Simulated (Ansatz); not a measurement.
Worked sum: formation energy of the neutral V_Sr in SrTiO3 (cubic perovskite, Pm-3m)

Consider the formation energy of the neutral V_Sr in SrTiO3 (cubic perovskite, Pm-3m). Reaction: 8 SrTiO3 (cubic perovskite) → cell A + Sr (fcc).

A: a supercell of 40 sites of SrTiO3 (cubic perovskite, Pm-3m) with one empty Sr site amid 12 O; partly filled levels (a metallic host or states in the gap) with PBE; spin state with PBE: run without spin.

Ansatz (a quantum-chemistry and plane-wave program) with PAW potentials; structures come from PBE relaxations, nuclei static, no net charge. Ansatz runs with its default PAW set. Larger cells are relaxed from a start prepared with the learned potential CHGNet, on a coarser mesh till forces fall under 0.03 eV/Å, which some starts already meet. A dispersion term (D3(BJ), or D4 for r2SCAN) was computed beside these levels and is taken off wherever the name lacks it. Mesh and cell size may move defect energies by 0.1 eV or more. The value holds for the reservoirs listed; other chemical potentials shift it. The ideal host is held by its symmetry; this phase can be unstable at 0 K, and cells of lower symmetry may take up part of its distortion.

Total energies of the cells in eV, at zero smearing width. They compare only within one column; the weights balance every element.

| cell | atoms | weight | PBE |
|---|---|---|---|
| A: SrTiO3:V_Sr | 39 | +1 | -58483.40343 |
| Sr (fcc) | 1 | +1 | -3544.22153 |
| SrTiO3 (cubic perovskite) | 40 | −1 | -62035.89639 |

PBE: (-58483.40343) + (-3544.22153) − (-62035.89639) = 8.271 eV.
